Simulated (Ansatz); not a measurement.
Start from CsH in the CsCl type structure (space group Pm-3m, No. 221; a = 3.813 Å; a model cell, its experimental status unchecked).

It is then changed as follows: every Cs is replaced by Li; the structure is relaxed again.

Method: Ansatz (a quantum-chemistry and plane-wave program), r2SCAN, PAW, cutoff 500 eV, no SOC.

Base, band edges from the VBM (valence, conduction): M -1.20, 5.04; R 0.00, 3.18; X -0.22, 3.26; Γ -1.87, 3.84 eV.

Problem. Give the band edges at the high-symmetry points of the new zone, measured from its valence-band maximum.

Solution. 
```json
[
 {"point": "Γ", "valence edge (eV)": "-9.20", "conduction edge (eV)": "12.93"},
 {"point": "X", "valence edge (eV)": "-6.83", "conduction edge (eV)": "1.12"},
 {"point": "M", "valence edge (eV)": "-2.85", "conduction edge (eV)": "2.07"},
 {"point": "R", "valence edge (eV)": "0.00", "conduction edge (eV)": "7.50"}
]
```

The gap is 1.12 eV, indirect, R → X.

Gaps are Kohn–Sham eigenvalue differences; semilocal functionals usually give less than the measured gap. Whether these cells are dynamically stable was not tested. As relaxed here, LiH is a hypothetical phase, not in the database extracts checked.
